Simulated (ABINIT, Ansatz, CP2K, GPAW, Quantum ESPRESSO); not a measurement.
## One structure in several programs: GaAs (F-43m, 2 atoms in the cell)

Self-consistent single point, at a second geometry (lattice scaled by 0.98). First geometry:

```xyz
2
Lattice="0.0000 2.9346 2.9346 2.9346 0.0000 2.9346 2.9346 2.9346 0.0000" Properties=species:S:1:pos:R:3 pbc="T T T"
Ga     0.0000     0.0000     0.0000
As     1.4673     1.4673     1.4673
```

Shared settings, as Ansatz (a quantum-chemistry and plane-wave program) writes them: kpoints.mp_grid.grid = 7 7 7; scf.occupations.method = gaussian; scf.occupations.width = 0.0147 Ry. Potentials and cutoffs stand in the table.

```tsv
code	model	ΔF from the first geometry (meV/atom)	pressure (GPa)	cutoff
Ansatz	PBE, PAW files	-16.6	-0.19	default
ABINIT	PBE, norm-conserving pseudopotentials (PseudoDojo nc-sr-05 PBE standard)	-16.0	-0.09	84 Ry
CP2K	PBE, GPW, DZVP-MOLOPT-SR-GTH basis, GTH-PBE potentials (GTH_POTENTIALS)	-10.7	0.58	grid 600 Ry
GPAW	PBE, GPAW PAW datasets PBE (gpaw-data 1.0.1)	-11.1	0.57	600 eV
Quantum ESPRESSO	PBE, SSSP 1.1.2 efficiency (PBE) pseudopotentials	-15.7	-0.15	70 Ry
```

No clean gap comes from ABINIT, CP2K, GPAW and Quantum ESPRESSO: levels at the Fermi energy touch, overlap or are partly filled at this smearing.

The spread over the programs that give each value: ΔF from the first geometry within 5.9 meV/atom; pressure within 0.77 GPa.

CP2K uses small atom-centred bases, whose incompleteness enters pressures, forces and empty levels differently from a plane-wave cutoff. Ansatz's pressure is given at a fixed set of plane waves, as the other plane-wave codes print theirs; with its correction for the finite basis it is -0.16 GPa.

The starting cell comes from a database of computed structures (which also holds hypothetical and non-ambient phases and stackings), without a prior relaxation at this level. Its lattice was rescaled by a random factor within 2.5 % of one. For this run, on top of that: lattice scaled by 0.98.

Left out of this page: Elk and FLEUR (not drawn, or without a comparable value); SIESTA (unsound by tests on forces, stress, charge or solver warnings).

Keys are those of Ansatz 0.2.
